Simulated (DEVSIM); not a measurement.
Structure: illuminated Si n-on-p cell, one wavelength, with a back-surface field, at 300 K.

Layer 1 from the left is Si, thickness (μm) 0.500, Nd (cm⁻³) 8.6e18, τn (s) 2.5e-9, τp (s) 1.1e-8, absorption coefficient (cm⁻¹) 11000. Layer 2 from the left is Si, thickness (μm) 120, Na (cm⁻³) 4.2e15, τn (s) 1.9e-7, τp (s) 1.9e-7, absorption coefficient (cm⁻¹) 11000. Layer 3 from the left is Si, thickness (μm) 0.100, Na (cm⁻³) 4e18, τn (s) 1.9e-7, τp (s) 1.9e-7, absorption coefficient (cm⁻¹) 11000.

Left contact: ohmic, minority hole recombination velocity 60 cm/s. Right contact: ohmic, minority electron recombination velocity 10000 cm/s. Voltage is applied to the left contact. Recombination: SRH at mid-gap, radiative, Auger. Light enters at the left, 1.7e17 photons cm⁻² s⁻¹, one pass, no reflection. Mobility is μmin + (μ − μmin)/(1 + (N/Nref)^α).

This is a model device: material constants are rounded textbook-type values typed into the input, and sizes, dopings and lifetimes were drawn at random. Values at 300 K.

Si: gap (eV) 1.124, affinity (eV) 4.05, permittivity 11.7, Nc (cm⁻³) 2.86e19, Nv (cm⁻³) 3.1e19, μn (cm²/Vs) 1417, μp (cm²/Vs) 470, μn,min 52, μp,min 45, Nref,n 9.7e16, Nref,p 2.2e17, αn 0.68, αp 0.72, B (cm³/s) 4.7e-15, Cn (cm⁶/s) 2.8e-31, Cp (cm⁶/s) 9.9e-32.

Model (solved in DEVSIM): 1D drift-diffusion, Boltzmann statistics, complete ionisation; no tunnelling, impact ionisation, image-force lowering or self-heating.

Dark forward current:

| |V| (V) | |J| (A/cm²) |
|---|---|
| 0.05 | 3.597e-8 |
| 0.10 | 1.297e-7 |
| 0.15 | 3.972e-7 |
| 0.20 | 1.215e-6 |
| 0.25 | 4.002e-6 |
| 0.30 | 1.521e-5 |
| 0.35 | 6.988e-5 |
| 0.40 | 0.0003821 |
| 0.45 | 0.002343 |
| 0.50 | 0.01508 |
| 0.55 | 0.09216 |
| 0.60 | 0.4190 |
| 0.65 | 1.180 |
| 0.70 | 2.356 |
| 0.75 | 3.924 |
| 0.80 | 5.953 |
| 0.85 | 8.628 |
| 0.90 | 12.34 |
| 0.95 | 17.87 |
| 1.00 | 26.93 |
| 1.05 | 43.70 |
| 1.10 | 80.53 |
| 1.15 | 172.4 |
| 1.20 | 382.7 |
| 1.25 | 777.5 |
| 1.30 | 1399 |

Task: Work out the local ideality factor n = ΔV / (kT/q · ln(J2/J1)) between the rows 0.15 and 0.20 V, 0.45 and 0.50 V, 1.25 and 1.30 V.

Result: kT/q = 25.85 mV. From 0.15 to 0.20 V: ln(1.215e-6/3.972e-7) = 1.118, n = 1.73. From 0.45 to 0.50 V: ln(0.01508/0.002343) = 1.862, n = 1.04, near the 1 of diffusion or emission over a barrier. From 1.25 to 1.30 V: ln(1399/777.5) = 0.587, n = 3.29.

Task: What current could the absorbed light give at most, and what share is collected?

Result: Σ αd = 133, so qΦ(1 − exp(−Σ αd)) = 27.2 mA/cm². The simulated short-circuit current is 26.33 mA/cm², a share of 0.97.

Task: Estimate the open-circuit voltage by superposition: the voltage at which the dark current equals that short-circuit current.

Result: Interpolating ln J in the table gives 0.515 V. The simulation gives 0.514 V, the same within the digits that matter. Superposition holds where collection doesn't change with voltage.

Task: Estimate the fill factor from FF0 = (v − ln(v + 0.72))/(v + 1), v = qVoc/(nkT), with n from the dark curve.

Result: The rows about Voc, 0.50 and 0.55 V, give n = 1.07, so v = 18.6 and FF0 = 0.798. The simulation gives 0.800, the same within the digits that matter.
